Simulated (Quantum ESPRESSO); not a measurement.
Short convergence ladders for BaSbPt (P3m1, 3 atoms in the cell)

```yaml
crystal:
  lattice:
    - [4.59084, 0.00000, 0.00000]
    - [-2.29542, 3.97578, 0.00000]
    - [0.00000, 0.00000, 5.01134]
  atoms:
    - { symbol: Ba, position: [0.00000, 0.00000, 0.00998] }
    - { symbol: Sb, position: [0.66667, 0.33333, 0.50000] }
    - { symbol: Pt, position: [0.33333, 0.66667, 0.50000] }
```

Base method: LDA (PZ), GBRV 1.5 ultrasoft (LDA) pseudopotentials (plane waves; Quantum ESPRESSO 7.5).

Base settings: ecutwfc = 40 Ry; ecutrho = 320 Ry; occupations = smearing; smearing = gauss; degauss = 0.0073499 Ry; potentials = {Ba: ba_lda_v1.uspp.F.UPF, Sb: sb_lda_v1.4.uspp.F.UPF, Pt: pt_lda_v1.4.uspp.F.UPF}; K_POINTS = automatic 4 4 3 0 0 0; conv_thr = 1e-11 Ry; mixing_beta = 0.4.

The count of work is k-points × plane waves × bands × iterations; it is no time. Core times come from one kind of shared machine, to one figure; runs under 30 s give none.

**The k-point mesh at a smearing width of 0.02 eV**

In this ladder: degauss = 0.00147 Ry.

Only quantities that move along the ladder and can be compared are tabulated.

| K_POINTS | free energy less the last step's (meV/atom) | pressure (GPa) | largest difference of a force vector from the last step's (eV/Å) | count of work / last | core time / last (rough) |
|---|---|---|---|---|---|
| automatic 3 3 3 0 0 0 | -3.08 | -5.38 | 0.009 | 0.038 | 0.2 |
| automatic 4 4 4 0 0 0 | -11.23 | -4.82 | 0.012 | 0.066 | 0.2 |
| automatic 6 6 5 0 0 0 | 15.64 | -4.62 | 0.005 | 0.14 | 0.3 |
| automatic 9 9 7 0 0 0 | 2.12 | -4.92 | 0.003 | 0.35 | 0.5 |
| automatic 13 13 11 0 0 0 | 0.00 | -4.82 | 0.000 | 1.0 | 1 |

Coarsest K_POINTS that holds the free energy within 5 meV/atom of the last step, with all finer ones: automatic 9 9 7 0 0 0, at 0.35 of the last step's count of work; the step before is off by 16 meV/atom.

Coarsest K_POINTS that holds the forces within 0.01 eV/Å of the last step, with all finer ones: automatic 6 6 5 0 0 0, at 0.14 of the last step's count of work and about 0.3 of the last step's time; the step before is off by 0.012 eV/Å.

Coarsest K_POINTS that holds the pressure within 0.5 GPa of the last step, with all finer ones: automatic 4 4 4 0 0 0, at 0.066 of the last step's count of work and about 0.2 of the last step's time; the step before is off by 0.56 GPa.

**The mesh under tetrahedron occupations**

In this ladder: occupations = tetrahedra_opt; smearing = default; degauss = default.

Only quantities that move along the ladder and can be compared are tabulated.

| K_POINTS | free energy less the last step's (meV/atom) | pressure (GPa) | largest difference of a force vector from the last step's (eV/Å) | count of work / last | core time / last (rough) |
|---|---|---|---|---|---|
| automatic 4 4 3 0 0 0 | 23.96 | -4.64 | 0.005 | 0.049 | 0.2 |
| automatic 5 5 4 0 0 0 | 20.84 | -4.73 | 0.011 | 0.100 | 0.3 |
| automatic 8 8 7 0 0 0 | 6.00 | -4.81 | 0.002 | 0.30 | 0.4 |
| automatic 13 13 10 0 0 0 | 0.00 | -4.83 | 0.000 | 1.0 | 1 |

Coarsest K_POINTS that holds the free energy within 5 meV/atom: not settled: the last two steps still differ by 6.0 meV/atom, over half the tolerance, so the ladder does not show it.

Coarsest K_POINTS that holds the pressure within 0.05 GPa: not settled: the last two steps still differ by 0.03 GPa, over half the tolerance, so the ladder does not show it.

Coarsest K_POINTS that holds the forces within 0.01 eV/Å of the last step, with all finer ones: automatic 8 8 7 0 0 0, at 0.30 of the last step's count of work and about 0.4 of the last step's time; the step before is off by 0.011 eV/Å.

On the base run: the starting cell comes from a database of computed structures (which also holds hypothetical and non-ambient phases and stackings), without a prior relaxation at this level. Its lattice was rescaled by up to half a per cent. One atom was moved a little off its site on purpose. Spin polarisation is off. In the base run, with a pressure of about -5 GPa the cell is away from its equilibrium volume at this level. Without a gap this mesh is coarse (it stands for a supercell whose shortest vector is 15 Å).
